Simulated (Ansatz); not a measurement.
**Effect of uniaxial strain ε_zz = −1.27 % on Rh**

Take Rh in the fcc (Cu type) structure (space group Fm-3m, No. 225; a = 3.8016 Å; relaxed with 0.1 eV smearing) as the base. Axes: x, y, z lie along the cube axes.

One thing is altered: uniaxial strain ε_zz = −1.27 %, all other strain components held at zero, atoms relaxed at fixed cell.

Method: Ansatz (an electronic-structure program), r2SCAN, PAW, cutoff 500 eV, scalar-relativistic without spin-orbit coupling, earlier PAW set. k-mesh 30×30×30 (Γ-centred); smearing 0.1 eV (Fermi–Dirac).

* **Space group**: I4/mmm (No. 139) (base Fm-3m (No. 225))
* **Energy relative to the base (free energy F)**: +3.1 meV/atom
* **Pressure (mean of the normal stresses, compression positive)**: 3.7 GPa (base 0.0 GPa)
* **Band gap**: zero (base zero)
* **Stress (xx, yy, zz, yz, xz, xy; compression positive)**: (2.7, 2.7, 5.9, 0.0, 0.0, 0.0) GPa

Final structure:

```
Rh
1.0
    0.00000     1.90082     1.87668
    1.90082     0.00000     1.87668
    1.90082     1.90082     0.00000
Rh
1
Cartesian
  0.00000   0.00000   0.00000
```

Stability against distortions was not tested. All final runs are without spin polarisation.
